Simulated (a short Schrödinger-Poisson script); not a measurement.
From a short Schrödinger-Poisson script (our own, NumPy): 1D Poisson equation in equilibrium, electrons quantum, Hartree (BenDaniel-Duke, 40 states a valley, the channel's in-plane mass for all, wave functions free to enter the barrier), parabolic valleys, classical holes, full ionisation, no traps, pinning or gate leakage.

System: gated Al0.33Ga0.67N/GaN polarisation-induced gas, at 20 K.

From the gate side: 25 nm Al0.33Ga0.67N; 6000 nm GaN, acceptors 1e14 cm⁻³.

Constants are typed, rounded textbook-type inputs, not results; the design itself was drawn at random and stands for no fabricated device. Al0.33Ga0.67N: permittivity 9.3, conduction-band edge (eV) 0.462, gap (eV) 4.09, electron mass (mₑ) 0.24, Nv at 300 K (cm⁻³) 4.6e19. GaN: permittivity 9.5, conduction-band edge (eV) 0, gap (eV) 3.43, Nv at 300 K (cm⁻³) 4.6e19.

Channel valleys (confinement mass, in-plane density-of-states mass, number): Γ 0.2, 0.2, 1. At the gate the conduction-band edge of layer 1 lies 1.27 eV − eVg above the Fermi level of the channel; the field vanishes at the back. Sheet of polarisation charge: +1.6e13 e/cm² at 25 nm from the gate. The barrier under the gate holds no holes. Gaps are held at their typed values at every temperature. Mesh 0.08 nm at interfaces.

Problem. Give the lowest subband against the Fermi level at Vg = 0.5 V (meV); the sheet density of all electrons at Vg = 0.5 V (cm⁻²); the centroid of the channel electrons at Vg = 0.5 V (nm).

Solution. lowest subband against the Fermi level at Vg = 0.5 V (meV): -153; sheet density of all electrons at Vg = 0.5 V (cm⁻²): 1.44e13; centroid of the channel electrons at Vg = 0.5 V (nm): 1.73.
